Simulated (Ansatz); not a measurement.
We consider fluorite HfO2 (high-temperature phase), described by PBE in Ansatz (PAW).

Settings: plane-wave cutoff 520 eV, 8×8×8 k mesh, perturbation theory, scalar-relativistic PAW data made under PBE.

Cell (relaxed at this level):

```
HfO2
1.0
    0.00000     2.54863     2.54863
    2.54863     0.00000     2.54863
    2.54863     2.54863     0.00000
Hf O
1 2
Cartesian
  0.00000   0.00000   0.00000
  1.27431   1.27431   1.27431
  3.82294   3.82294   3.82294
```

### Question
Estimate the high-frequency dielectric constant that the calculation returns.

### Answer

- high-frequency dielectric constant: 5.30

Note: symmetry holds this phase in the static calculation, where it need not be a minimum; the run finds an imaginary mode (230i cm⁻¹), so the cell is a saddle point at this level.

Spin–orbit coupling is not included.

The result took about 5 core-minutes (a rough figure).

Ansatz is a program for electronic structure.
